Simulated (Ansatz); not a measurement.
A relaxation of cell and atoms of YAl₃ (Pm-3m, 4 atoms in the cell) with Ansatz (an electronic-structure program).

Level of theory: LDA (PW92), PAW files made with PBE (plane waves; Ansatz).

```yaml
crystal:
  lattice:
    - [4.20441, 0.00000, 0.00000]
    - [0.00000, 4.20441, 0.00000]
    - [0.00000, 0.00000, 4.20441]
  atoms:
    - { symbol: Y, position: [0.00000, 0.00000, 0.00000] }
    - { symbol: Al, position: [0.00000, 0.50000, 0.50000] }
    - { symbol: Al, position: [0.50000, 0.00000, 0.50000] }
    - { symbol: Al, position: [0.50000, 0.50000, 0.00000] }
```

Reference input (self-consistent single point, DFT, LDA (PW92), plane waves, PAW files made with PBE): kpoints.mp_grid.grid = 6 6 6; hamiltonian.xc = lda; hamiltonian.pseudopotentials = {kind: paw} (the program's default PAW files); scf.occupations.method = fermi_dirac; scf.occupations.width = 0.1 eV. This run's input differs from it in these lines:

```diff
@@ -17,2 +17,4 @@
   occupations: { method: fermi_dirac, width: 0.1 }
+relax:
+  cell: {}
 output:
```

The program printed (abridged):

```
   [... SCF lines of the steps left out ...]
relax step   1: F+E_penalty+E_count = -5286.09606914 eV  Δ(F+E_penalty+E_count) = +0.000e0 eV  max|allowed force component| = 3.123e-31 eV/Å  Δτ_max = 0.0000 Å  P = -1.060 GPa  Ω = 74.322 Å³  (6 SCF iters, dr2 threshold 1.00e-7 eV, accepted)
relax step   2: F+E_penalty+E_count = -5286.09731705 eV  Δ(F+E_penalty+E_count) = -1.248e-3 eV  max|allowed force component| = 2.301e-31 eV/Å  Δτ_max = 0.0000 Å  P = +0.911 GPa  Ω = 72.554 Å³  energy of the carried Pulay correction = +1.726e-4 eV  [...]
relax step   3: F+E_penalty+E_count = -5286.09944813 eV  Δ(F+E_penalty+E_count) = -2.131e-3 eV  max|allowed force component| = 1.866e-30 eV/Å  Δτ_max = 0.0000 Å  P = -0.023 GPa  Ω = 73.360 Å³  energy of the carried Pulay correction = +9.334e-5 eV  [...]
relax step   4: F+E_penalty+E_count = -5286.09935714 eV  Δ(F+E_penalty+E_count) = +9.100e-5 eV  max|allowed force component| = 5.688e-31 eV/Å  Δτ_max = 0.0000 Å  P = -0.025 GPa  Ω = 73.360 Å³  stress off target by 2.51e-2 GPa  SCF on the basis [...]
basis re-selected at this cell: Δ(F+E_penalty+E_count) = +9.100e-5 eV, ΔP = -0.003 GPa vs the last step
the relaxation is at rest under the 48 symmetry operations that the run kept from its start: a minimum is not shown …
Stability not checked: this state was not tested for a lower state beside it, because too few of the mixer's solves of this state at the end of the SCF gave a …
Free energy (F): -5286.099357 eV
Internal energy: -5286.054477 eV  (E = F + TS)
   [... lines left out ...]
Fermi energy:    9.431195 eV
  cell:  # Å, volume = 73.3605 Å³
   [... lines left out ...]
    - [6.269303204385533e-38, 4.186207465845293, 0.0]
    - [-3.851859888774472e-34, 0.0, 4.186207465845293]
  atoms:
    - { symbol: Y, position: [-1.1690413247216361e-35, 8.592602849118482e-37, 2.385798621881532e-37] }
    - { symbol: Al, position: [4.5330173815738773e-36, 0.5, 0.5] }
    - { symbol: Al, position: [0.5, -3.932839915756381e-37, 0.5] }
    - { symbol: Al, position: [0.5, 0.5, 2.385798621880175e-37] }
```

The run converged. 

Summary of the result:
| Quantity | Result |
|---|---|
| Free energy E − TS (on the zero of these files) | -5286.0994 eV |
| Fermi level (on the code's own zero) | 9.43 eV |
| Pressure | -0.03 GPa |
| Final cell | a = b = c = 4.1862 Å, α = β = γ = 90.00° |
| Final volume per atom | 18.34 Å³ |
| Relaxation steps | 4 |

The starting cell comes from a database of computed structures (which also holds hypothetical and non-ambient phases and stackings), without a prior relaxation at this level. Its lattice was rescaled by a random factor within 2.5 % of one. The relaxation keeps the symmetry of its start, so its end need not be a minimum. Ansatz's pressure includes its estimate of the finite-basis (Pulay) stress.

Keys are those of Ansatz 0.2.
